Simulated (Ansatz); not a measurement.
Start from GaN in the zinc blende structure (space group F-43m, No. 216; a = 4.498 Å). Axes: x, y, z lie along the cube axes.

Calculations: r2SCAN in Ansatz (plane waves to 500 eV, PAW, spin-orbit coupling left out).

Modification: the cell is compressed by 5.93 % along x with no lateral relaxation, atoms relaxed at fixed cell.

Problem. Predict the stress tensor and what it implies for the stiffness.

Solution. Stress of the strained cell less that of the base (GPa, compression positive):
```
  17.63    0.00    0.00
   0.00   11.21    0.00
   0.00    0.00   11.21
```

Then −Δσ_ii/ε with ε = -0.0593 gives secant stiffness values (nonlinear terms included at this strain): C11 ≈ 297 GPa, C12 ≈ 189 GPa and C13 ≈ 189 GPa.

As a check, the harmonic strain energy −½ V₀ Δσ:ε is 37 meV/atom; the computed energy rise is 37 meV/atom.

No phonon test of stability was made. This is not the structure that GaN has at room temperature and ambient pressure.

Ansatz is an electronic-structure program.
